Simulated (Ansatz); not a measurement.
AlRu under a change: isotropic strain +1.33 %

Base system: AlRu in the CsCl type structure (space group Pm-3m, No. 221; a = 2.9825 Å).

One thing is altered: an isotropic linear strain of +1.33 %, atoms relaxed at fixed cell.

Computed with plane-wave PAW DFT at the r2SCAN level (Ansatz, a program for electronic structure, 500 eV), no SOC. Settings: 16×16×16 k-points, 0.05 eV Fermi–Dirac smearing.

| quantity | base | changed | shift |
|---|---|---|---|
| volume per atom | 13.27 Å³ | 13.80 Å³ | +0.536 Å³ |
| space group | Pm-3m (No. 221) | Pm-3m (No. 221) | – |
| shortest interatomic distance | 2.583 Å | 2.617 Å | +0.034 Å |
| energy relative to the base (free energy F) | 0 meV/atom | +14 meV/atom | +14 meV/atom |
| band gap | zero | zero | – |

Whether these cells are dynamically stable was not tested. All final runs are without spin polarisation.
